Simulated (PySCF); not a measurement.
PySCF 2.14.0, B3LYP/def2-tzvp, df: Mo(NH)(S)(F)(OH) ([NH]=[Mo]([OH])([F])=[S]), 7 atoms. The geometry is a generated start, not checked to be a minimum at this level.

```yaml
task: energy
method: b3lyp
basis: def2-tzvp
two_electron_scheme: density fitting
mol.max_memory: 3000 MB
mf.max_cycle: 100
mf.init_guess: minao (default)
mf.DIIS: CDIIS (default)
mf.diis_space: 8 (default)
mf.conv_tol: 1e-09 (default)
mf.grids.level: 3 (default)
effective_core_potentials: those of the basis set, past Kr
basis_functions: 182
grid_points: 103184
```

```xyz
7

Mo    -0.2709    -0.1083     0.2256
N      0.5460    -1.1141    -0.9152
H      1.0987    -1.6801    -1.5463
S      0.5705    -0.5484     2.1584
F     -1.9711    -0.7130     0.3576
O     -0.0836     1.6223    -0.0337
H      0.1104     2.5416    -0.2463
```

Charge 0 and multiplicity 1 are set for this test and not shown to be the ground state.

One run each on 2 threads, 1 BLAS thread. Values of level_shift (Hartree) tried: 0 (default), 0.1, 0.3, 1.

**Question.** Predict the course of the Fock builds along this series.

**Answer.** Fewest Fock builds, within one of each other: 0 (default) with 15, 0.1 with 15. The count rises to 50 at 1. All converge to one solution.

```tsv
level_shift (Hartree)	Fock builds	end
0 (default)	15	same solution
0.1	15	same solution
0.3	19	same solution
1	50	same solution
```
